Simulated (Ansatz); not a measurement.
**A computed series for P: element substitutions**

Start from P in the black-P type structure (space group Cmce, No. 64; layered, stacked along the Cartesian y axis).

```xyz
4
Lattice="1.6511 -5.3454 0.0000 1.6511 5.3454 0.0000 0.0000 0.0000 4.4667" Properties=species:S:1:pos:R:3 pbc="T T T"
P      1.6511     1.0592     2.6134
P      1.6511    -1.0592     1.8532
P      1.6511    -4.2862     4.0865
P      1.6511     4.2862     0.3801
```

Each row replaces one element on all its sites; cell and atoms are relaxed.

Calculations: Ansatz (an electronic-structure program), r2SCAN+rVV10, PAW, cutoff 500 eV, without spin-orbit coupling.

```json
[
 {"case": "base", "density": "2.61 g/cm³", "space group": "Cmce (No. 64)"},
 {"case": "P → Os", "density": "20.08 g/cm³", "space group": "I4/mmm (No. 139)"},
 {"case": "P → Ga", "density": "6.51 g/cm³", "space group": "…"},
 {"case": "P → Ru", "density": "…", "space group": "I4/mmm (No. 139)"},
 {"case": "P → As", "density": "5.29 g/cm³", "space group": "Cmce (No. 64)"}
]
```

Problem. Some entries are withheld; estimate them.

Solution. 
- P → Ga, space group: Fmmm (No. 69)
- P → Ru, density: 11.20 g/cm³

Stability against distortions was not tested. As relaxed here, Os, Ga and Ru are hypothetical phases, not in the database extracts checked. All final runs are without spin polarisation. This is not the structure that As has at room temperature and ambient pressure.
